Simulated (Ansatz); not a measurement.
# A computed series for La2O3: pressure series

The parent structure is La$_{2}$O$_{3}$ (space group P-3m1, No. 164; a = 3.906 Å, c = 6.039 Å).

Cell and atoms are relaxed at each pressure.

All numbers come from Kohn–Sham DFT with the PBEsol functional, run in Ansatz (a first-principles code) with PAW and 420 eV plane waves, no SOC, earlier PAW set.

| pressure (GPa) | volume per atom (Å³/atom) |
|---|---|
| 0 | 15.963 |
| 3 | 15.577 |
| 7 | 15.118 |
| 15 | ? |
| 30 | 13.304 |
| 50 | 12.365 |

**Question.** Fit the third-order Birch–Murnaghan form P(V) = (3B₀/2)[(V₀/V)^(7/3) − (V₀/V)^(5/3)]·[1 + (3/4)(B₀′ − 4)((V₀/V)^(2/3) − 1)] (squares taken in P) to the rows shown and predict the withheld row.

**Answer.** Least squares on the printed values gives V₀ = 15.986 Å³/atom, B₀ = 107 GPa, B₀′ = 4.6; this predicts 14.339 Å³/atom, and the run gives 14.350 Å³/atom, 0.011 higher.

Load acts through the strain it causes; cell and atoms are relaxed under it. Stability against distortions was not tested. No other phases were tried under pressure.
